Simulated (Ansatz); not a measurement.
# How the c axis length of MgGaNO (model structure, started from the AlSiCN type, P3m1, No. 156, 4 atoms in the cell) moves with the method

No measured value is used here.

```json
[
 {"level (code)": "LDA (Ansatz)", "value (Å)": "5.102"},
 {"level (code)": "PBE (Ansatz)", "value (Å)": "5.226"},
 {"level (code)": "PBEsol (Ansatz)", "value (Å)": "…"},
 {"level (code)": "r²SCAN (Ansatz)", "value (Å)": "5.157"}
]
```

Some entries are withheld; supply them.


- PBEsol (Ansatz, an electronic-structure program), value (Å): 5.163

Cutoffs differ between the levels. Ansatz's density-functional and Hartree–Fock values are scalar-relativistic unless marked +SOC, with PAW data made under PBE.

A model structure was made by putting elements into a prototype or built by hand; it is no filed structure, need not be a known phase, and can be a saddle point held by its symmetry.
